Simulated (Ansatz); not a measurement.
Given:

```xyz
2
Lattice="3.5203 0.0000 0.0000 0.0000 3.5203 0.0000 0.0000 0.0000 3.5203" Properties=species:S:1:pos:R:3 pbc="T T T"
Y      0.0000     0.0000     0.0000
Zn     1.7602     1.7602     1.7602
```

Level of theory: PBEsol, DFPT electron-phonon coupling, linearised Boltzmann equation (plane waves, PAW, scalar-relativistic; Ansatz, a first-principles code). Geometry: relaxed with this functional, without spin-orbit coupling.

Q: What phonon-limited resistivity does this give at 300 K?

A: 67 μΩ·cm.

A metal at this level (no band gap). Only scattering by harmonic phonons is included (no impurities, grain boundaries, electron-electron scattering or thermal expansion). Spin-orbit coupling is left out. The squared frequency of the phonon mode least converged on the k mesh is uncertain by about 10 %. Halving the electron mesh (24x24x24) moves the resistivity by up to 1 % at 300 K. Smearing 0.20 eV; phonons on a 4x4x4 q mesh, which this run doesn't test.

Formula and space group known from diffraction (Crystallography Open Database), not checked to be the room-temperature form: YZn (Pm-3m).
